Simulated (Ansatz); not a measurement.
**GaP: response to strain**

The reference is GaP in the zinc blende structure (space group F-43m, No. 216).

```
CELL_PARAMETERS angstrom
      0.00000     2.71928     2.71928
      2.71928     0.00000     2.71928
      2.71928     2.71928     0.00000
ATOMIC_POSITIONS crystal
  Ga 0.00000 0.00000 0.00000
  P  0.25000 0.25000 0.25000
```

Cartesian axes are those of the cell as printed.

Strains are applied to the cell and any free atomic positions relax; under biaxial strain the out-of-plane vector relaxes too.

All numbers come from PBEsol (Ansatz, a quantum-chemistry and plane-wave program, PAW, no SOC).

Notes on the quantities. energy relative to the base: free energy F; pressure: mean of the normal stresses, compression positive.

```tsv
case	energy relative to the base	pressure	gap character
base	0 meV/atom	0.00 GPa	–
biaxial strain −2.50 %, plane normal [111], relaxed out of plane	+16 meV/atom	3.58 GPa	indirect, Γ → F
biaxial strain −1.67 %, plane normal [111], relaxed out of plane	+7.1 meV/atom	2.32 GPa	indirect, Γ → k = (0, 0.455, -0.455) in the run's primitive reciprocal basis
biaxial strain −1.25 %, plane normal [111], relaxed out of plane	+3.9 meV/atom	1.71 GPa	indirect, Γ → F–Γ (13 % along)
biaxial strain −0.83 %, plane normal [111], relaxed out of plane	+1.7 meV/atom	1.12 GPa	indirect, Γ → F–Γ (13 % along)
biaxial strain −0.42 %, plane normal [111], relaxed out of plane	+0.4 meV/atom	0.56 GPa	indirect, Γ → F–Γ (13 % along)
biaxial strain +0.42 %, plane normal [111], relaxed out of plane	+0.4 meV/atom	-0.54 GPa	indirect, Γ → F–Γ (13 % along)
biaxial strain +1.25 %, plane normal [111], relaxed out of plane	+3.8 meV/atom	-1.56 GPa	indirect, Γ → T
biaxial strain +1.67 %, plane normal [111], relaxed out of plane	+6.6 meV/atom	-2.05 GPa	indirect, Γ → T
biaxial strain +2.50 %, plane normal [111], relaxed out of plane	+15 meV/atom	-2.97 GPa	indirect, Γ → T
```

Stability against distortions was not tested. Labels are those of the standard path for the cell's own space group.
